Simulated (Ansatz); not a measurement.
Input and output of a self-consistent single point for Hf₂Si (Fmm2, 6 atoms in the cell) (Ansatz, a quantum-chemistry and plane-wave program).

Computed with PBEsol, default PAW files made with PBE (plane waves; Ansatz).

```
Hf2Si
1.0
   -3.28518     3.28518     2.59057
    3.28518    -3.28518     2.59057
    3.28518     3.28518    -2.59057
Hf Si
4 2
Direct
  0.84351   0.65649   0.50000
  0.15649   0.34351   0.50000
  0.66187   0.16187   0.82374
  0.34351   0.84351   0.18702
  0.75000   0.75000   0.00000
  0.25000   0.25000   0.00000
```

Reference input (self-consistent single point, DFT, PBEsol, plane waves, default PAW files made with PBE): basis.ecutwfc = 420 eV; kpoints.mp_grid.grid = 7 7 7; hamiltonian.xc = pbesol; hamiltonian.pseudopotentials = {kind: paw} (the program's default PAW files); scf.occupations.method = gaussian; scf.occupations.width = 0.1 eV. This run's input differs from it in these lines:

Ansatz 0.2 input:
```diff
@@ -17,3 +17,3 @@
   mp_grid:
-    grid: [7, 7, 7]
+    grid: [5, 5, 5]
 hamiltonian:
@@ -25,3 +25,3 @@
     method: gaussian
-    width: 0.1
+    width: 0.3
 output:
```

The program printed (abridged):

```
SCF iter   1: F=—  HF=-63639.871580 eV  |F-HF|=—  |Δ(HF+E_count)|=         —  Δρ=3.97e-3  dr2=1.65e-2  ethr=1.77e-3  ⟨swp⟩=5.0  Hψ=5940  notcnv=0
all-band conjugate gradients solve this SCF's bands
preconditioner: auto → Kerker (q_TF=auto, 2.729 Å⁻¹)
SCF iter   2: F=—  HF=-63639.869961 eV  |F-HF|=—  |Δ(HF+E_count)|=   1.62e-3  Δρ=2.37e-3  dr2=7.18e-3  ethr=1.47e-5  ⟨swp⟩=2.0  Hψ=2209  notcnv=0
   [... lines left out ...]
SCF iter   5: F=—  HF=-63639.868593 eV  |F-HF|=—  |Δ(HF+E_count)|=   5.42e-5  Δρ=9.56e-5  dr2=1.44e-5  ethr=8.49e-8  ⟨swp⟩=2.0  Hψ=3155  notcnv=0
SCF iter   6: F=—  HF=-63639.868589 eV  |F-HF|=—  |Δ(HF+E_count)|=   4.01e-6  Δρ=2.35e-5  dr2=5.89e-7  ethr=1.28e-8  ⟨swp⟩=2.9  Hψ=3229  notcnv=0
SCF iter   7: F=—  HF=-63639.868589 eV  |F-HF|=—  |Δ(HF+E_count)|=   9.85e-9  Δρ=1.43e-5  dr2=3.04e-7  ethr=8.93e-11  ⟨swp⟩=10.7  Hψ=10429  notcnv=0
SCF iter   8: F=-63639.868588 eV  HF=-63639.868588 eV  |F-HF|=1.15e-8  |Δ(HF+E_count)|=   2.98e-7  Δρ=3.31e-6  dr2=1.06e-8  ethr=8.93e-11  ⟨swp⟩=3.9  Hψ=8318  notcnv=0
SCF 1 converged in 8 iterations: F = -63639.868588 eV  dr2 = 1.06e-8
Free energy (F): -63639.868588 eV
Internal energy: -63639.733863 eV  (E = F + TS)
E sigma→0 (E₀):  -63639.801226 eV
Entropy (-TS):   -0.134726 eV (-22.454 meV/atom)
Fermi energy:    18.056384 eV
--- Forces (eV/Å), atoms counted from 1 ---
  atom   1  Hf     0.06670234     0.01356430     0.00000000
  atom   2  Hf     0.01356430     0.06670234     0.00000000
  atom   3  Hf    -0.24461087    -0.24461087     0.00000000
  atom   4  Hf     0.10328905     0.10328905     0.00000000
  atom   5  Si     0.03052576     0.03052576     0.00000000
  atom   6  Si     0.03052576     0.03052576     0.00000000
--- Stress (GPa, compression-positive) ---
       -3.634201      -0.427610       0.000000
       -0.427610      -3.634201       0.000000
        0.000000      -0.000000      -3.272170
  P = ⅓ Tr σ = -3.5135 GPa (-35.135 kbar)
  The stress holds the Pulay correction. Without it, at fixed plane waves, as pw.x and ABINIT print it: P = -3.5536 GPa
```

The run converged in 8 iterations. Against the reference run the free energy goes down by 7.2 meV/atom, the pressure hardly changes (-3.59 to -3.51 GPa) and the largest force stays at 0.346 eV/Å.

The starting cell comes from a database of computed structures (which also holds hypothetical and non-ambient phases and stackings), without a prior relaxation at this level. Its lattice was rescaled by up to half a per cent. One atom was moved a little off its site on purpose. With a pressure of about -4 GPa the cell is away from its equilibrium volume at this level. Ansatz's pressure includes its estimate of the finite-basis (Pulay) stress.
